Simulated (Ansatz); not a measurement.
The reference is Cs$_{2}$AgBiBr$_{6}$ (space group Fm-3m, No. 225; a = 11.4791 Å).

Computed with Kohn–Sham DFT with the PBE functional, run in Ansatz (an electronic-structure program) with PAW and 420 eV plane waves, scalar-relativistic without spin-orbit coupling.

One change was made to it. Results:

| quantity | base | after |
|---|---|---|
| band gap | 1.33 eV | 1.27 eV |
| shortest interatomic distance | 2.854 Å | 2.813 Å |

Name the change that was made.
(A) pressure 10 GPa
(B) pressure −1 GPa
(C) pressure 1.5 GPa
(D) pressure 0.7 GPa

D, pressure 0.7 GPa. For comparison, the band gap in the other runs: pressure 10 GPa gives 0.87 eV; pressure 1.5 GPa gives 1.22 eV; pressure −1 GPa gives 1.42 eV.

With Bi present, leaving out spin-orbit coupling can change the band edges. Load acts through the strain it causes; cell and atoms are relaxed under it. Whether these cells are dynamically stable was not tested. Competing high-pressure phases were not computed.
